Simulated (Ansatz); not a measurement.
Take KTaO₃ in the cubic perovskite structure (space group Pm-3m, No. 221; a = 3.9893 Å) as the base.

Computed with r2SCAN (Ansatz, an electronic-structure program), without spin-orbit coupling, earlier PAW set.

One change was made to it. Results:

```csv
quantity,base,after
lattice parameter a,3.989 Å,3.966 Å
band gap,2.64 eV,zero
```

Question: Which of these changes matches the shifts?
A. O → S
B. K → Sc
C. Ta → Lu

Answer: B, K → Sc. For comparison, the lattice parameter a in the other runs: O → S gives 4.841 Å; Ta → Lu gives 4.300 Å.

Other magnetic orders, which the real material may have, were not ruled out. Spin-orbit coupling, missing from the scalar runs, can matter with Ta. No phonon test of stability was made. As relaxed here, ScTaO3 and KTaS3 are hypothetical phases, not in the database extracts checked. For KLuO3 in this form, whether it has been made was not checked. No Hubbard U is applied, and correlation can decide whether such a compound is a metal. Spin-polarised in the final run: ScTaO3 and KLuO3; the other runs are not.
